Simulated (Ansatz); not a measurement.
Pressure series in SnSe2

Base system: SnSe$_{2}$ in the CdI2 type structure (space group P-3m1, No. 164; layered, stacked along the Cartesian z axis).

```xyz
3
Lattice="3.8258 0.0000 0.0000 -1.9129 3.3133 0.0000 0.0000 0.0000 6.2309" Properties=species:S:1:pos:R:3 pbc="T T T"
Sn     0.0000     0.0000     0.0000
Se     0.0000     2.2088     1.5760
Se     1.9129     1.1044     4.6549
```

Cell and atoms are relaxed at each pressure.

Level of theory: r2SCAN+rVV10 (Ansatz, a program for electronic structure), spin-orbit coupling left out.

Notes on the quantities. enthalpy: H = E + PV relative to the base's energy.

| variant | band gap | density | enthalpy |
|---|---|---|---|
| base | 0.94 eV | 5.82 g/cm³ | – |
| pressure −1 GPa | 1.00 eV | 5.49 g/cm³ | -0.17 eV/atom |
| pressure 0.9 GPa | 0.83 eV | 6.00 g/cm³ | +0.15 eV/atom |
| pressure 2.1 GPa | 0.69 eV | 6.18 g/cm³ | +0.33 eV/atom |
| pressure 4.5 GPa | 0.49 eV | 6.47 g/cm³ | +0.70 eV/atom |
| pressure 9 GPa | 0.24 eV | 6.88 g/cm³ | +1.34 eV/atom |
| pressure 15 GPa | zero | 7.32 g/cm³ | +2.15 eV/atom |
| pressure 22.5 GPa | zero | 7.75 g/cm³ | +3.10 eV/atom |
| pressure 30 GPa | zero | [?] | +4.00 eV/atom |

### Question
Fill in the withheld entries from the trend.

### Answer

- pressure 30 GPa, density: 8.12 g/cm³

A case with no gap was solved on a k-mesh chosen for an insulator, which is coarse for it. Load acts through the strain it causes; cell and atoms are relaxed under it. Stability against distortions was not tested. Competing high-pressure phases were not computed. The final runs are not spin-polarised. The zero or small gap of SnSe2 under pressure 9 GPa, SnSe2 under pressure 15 GPa and SnSe2 under pressure 22.5 GPa can change with the level of theory.
